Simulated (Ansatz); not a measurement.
Start from TiB2 (space group P6/mmm, No. 191; a = 3.0324 Å, c = 3.2238 Å; relaxed with 0.1 eV smearing). Axes: x lies along a and z along c of the hexagonal cell.

Calculations: PBE (Ansatz, a quantum-chemistry and plane-wave program; PAW; 420 eV plane waves; no SOC).

One thing is altered: uniaxial strain ε_zz = −2.50 %, all other strain components held at zero; the atoms relax in the strained cell.

Task: Estimate the effect on the energy relative to the base.

Result: The energy goes up by 7.9 meV/atom.

Task: Predict the new stress.

Result: The stress (xx, yy, zz, yz, xz, xy; compression positive) amounts to (2.8, 2.8, 12.1, 0.0, 0.0, 0.0) GPa.

Stability against distortions was not tested. The final runs are not spin-polarised.
